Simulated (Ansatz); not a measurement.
Take AlN (space group Pm-3n, No. 223; a hypothetical phase, not in the database extracts checked) as the base.

```
CELL_PARAMETERS angstrom
      5.34371     0.00000     0.00000
      0.00000     5.34371     0.00000
      0.00000     0.00000     5.34371
ATOMIC_POSITIONS crystal
  Al 0.25000 0.00000 0.50000
  Al 0.50000 0.25000 0.00000
  Al 0.50000 0.75000 0.00000
  Al 0.75000 0.00000 0.50000
  Al 0.00000 0.50000 0.75000
  Al 0.00000 0.50000 0.25000
  N  0.25000 0.50000 0.00000
  N  0.00000 0.25000 0.50000
  N  0.00000 0.75000 0.50000
  N  0.75000 0.50000 0.00000
  N  0.50000 0.00000 0.75000
  N  0.50000 0.00000 0.25000
```

Cartesian axes are those of the cell as printed.

Calculations: PBEsol (Ansatz, a quantum-chemistry and plane-wave program; PAW; 420 eV plane waves; scalar-relativistic without spin-orbit coupling).

Before the change:

The electron mass is 0.33 mₑ (at Γ). The band gap is 2.54 eV.

It is then changed as follows: biaxial strain +1.09 %, plane normal [111], relaxed out of plane (Cartesian); in-plane vectors clamped, the third vector and the atoms free.

Problem. Estimate the effect on the electron mass, out-of-plane strain and band gap.

Solution. The electron mass is still 0.33 mₑ (at Γ); the out-of-plane strain is -1.24 %; the band gap decreases by 0.03 eV, from 2.54 eV to 2.51 eV.

Effective masses come from finite differences of ±0.01 Å⁻¹. No phonon test of stability was made.
